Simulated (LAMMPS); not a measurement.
MD of Cu (fcc) with 60 % of Cu sites Zr at zero pressure over temperature, 2048 atoms; each row names its start.

Level of theory: classical MD, pair style eam/fs, file CuZr_mm.eam.fs, run in LAMMPS.

```json
[
 {"T (K), start": "300, crystal", "state": "solid that has left the starting structure; no diffusion seen in 30 ps", "volume": "19.221 ± 0.003 Å³/atom", "enthalpy": "-5.0661 ± 0.0004 eV/atom", "first peak of g(r), Cu-Zr": "2.83 Å, height 4.9", "coordination number of Cu by Zr": "7.67 (counted to 3.78 Å)", "D(Cu)": "-", "D(Zr)": "-"},
 {"T (K), start": "910, crystal", "state": "slow or partial motion within 30 ps, no clear phase", "volume": "19.529 ± 0.006 Å³/atom", "enthalpy": "-4.902 ± 0.002 eV/atom", "first peak of g(r), Cu-Zr": "2.83 Å, height 4.1", "coordination number of Cu by Zr": "8.1 (counted to 3.90 Å)", "D(Cu)": "-", "D(Zr)": "-"},
 {"T (K), start": "1240, melt", "state": "liquid", "volume": "19.790 ± 0.004 Å³/atom", "enthalpy": "-4.7855 ± 0.0010 eV/atom", "first peak of g(r), Cu-Zr": "2.82 Å, height 3.7", "coordination number of Cu by Zr": "8.1 (counted to 3.90 Å)", "D(Cu)": "(7.5 ± 0.1) × 10^-6 cm²/s", "D(Zr)": "(5.9 ± 0.2) × 10^-6 cm²/s"},
 {"T (K), start": "1490, melt", "state": "liquid", "volume": "20.004 ± 0.002 Å³/atom", "enthalpy": "-4.6909 ± 0.0008 eV/atom", "first peak of g(r), Cu-Zr": "2.80 Å, height 3.3", "coordination number of Cu by Zr": "8.1 (counted to 3.94 Å)", "D(Cu)": "(1.94 ± 0.02) × 10^-5 cm²/s", "D(Zr)": "(1.56 ± 0.04) × 10^-5 cm²/s"},
 {"T (K), start": "1820, melt", "state": "liquid", "volume": "20.319 ± 0.003 Å³/atom", "enthalpy": "-4.572 ± 0.001 eV/atom", "first peak of g(r), Cu-Zr": "2.80 Å, height 2.9", "coordination number of Cu by Zr": "7.86 (counted to 3.94 Å)", "D(Cu)": "(4.3 ± 0.2) × 10^-5 cm²/s", "D(Zr)": "(3.3 ± 0.1) × 10^-5 cm²/s"}
]
```

Caution (rows 300, crystal; 910, crystal): the random arrangement on this lattice is imposed, and need not be a phase that exists in equilibrium.

Caution (row 910, crystal): enthalpy drifts during the constant-pressure average: a transition or slow ageing; fluctuation values are void.

Caution (rows 1240, melt; 1490, melt; 1820, melt): a run this short can hold a crystal over, or a liquid under, the potential's own melting point, which these runs don't give.

States go by the mean squared displacement: a species diffuses where it passes 1.5 Å², still rises and gives D over 1e-6 cm²/s; a crystal has left its structure where atoms lie 0.35 Å off their sites on average or a cubic box changes its shape by 3 %, or the axial ratios of another lie 8 % off the starting cell's, which the potential's own relaxation can also do.

Errors of D are the spread over four groups of atoms in one short run; a floor of about 5 %, a picked value, is safer.

The ± values are statistical; the model's systematic error is not in them.
